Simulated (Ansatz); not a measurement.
Base system: SiC (space group P6_3mc, No. 186; a = 3.079 Å, c = 15.107 Å).

Method: plane-wave PAW DFT at the PBEsol level (Ansatz, an electronic-structure program, 420 eV), scalar-relativistic without spin-orbit coupling.

Base values:

| Property | Value |
|---|---|
| Lattice parameter a | 3.079 Å |

The change: a hydrostatic pressure of 3 GPa.

Q: What does the calculation give for the lattice parameter a after the change?

A: The lattice parameter a shrinks by 0.013 Å, from 3.079 Å to 3.066 Å.

Load acts through the strain it causes; cell and atoms are relaxed under it. Whether these cells are dynamically stable was not tested.
